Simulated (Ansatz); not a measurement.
The starting structures come from a database of crystals and need not be the phases stable at ambient conditions.

Given:

```
CELL_PARAMETERS angstrom
      5.52098     0.00000     0.00000
      2.76049     9.58694     0.03699
      0.00000     0.83301     7.27106
ATOMIC_POSITIONS crystal
  Ta 0.86379 0.73479 0.69063
  Ta 0.59858 0.26521 0.30937
  Tl 0.31693 0.34828 0.79272
  Tl 0.66521 0.65172 0.20728
  Tl 0.98877 0.00000 0.00000
  Cu 0.73409 0.00000 0.50000
  Cu 0.35882 0.74553 0.68098
  Cu 0.10435 0.25447 0.31902
  S  0.25753 0.44115 0.37033
  S  0.69869 0.55885 0.62967
  S  0.06258 0.81045 0.43730
  S  0.87302 0.18955 0.56270
  S  0.15499 0.66380 0.93077
  S  0.81879 0.33620 0.06923
  S  0.45659 0.07686 0.24572
  S  0.53346 0.92314 0.75428
```

Space group of this cell: C2. The cell was relaxed by PBE-D3(BJ).

Transport runs along the normal of the first two printed cell vectors.

The gap is the functional's own. No spin-orbit coupling. Mid-gap values are interpolated on the energy grid.

Q: State the band gap and the smallest decay constant κ at mid-gap according to Ansatz (a first-principles code) with r2SCAN.

A: Gap 1.95 eV on a 6×6×4 mesh; κ = 0.245 1/Å, at the zone centre.
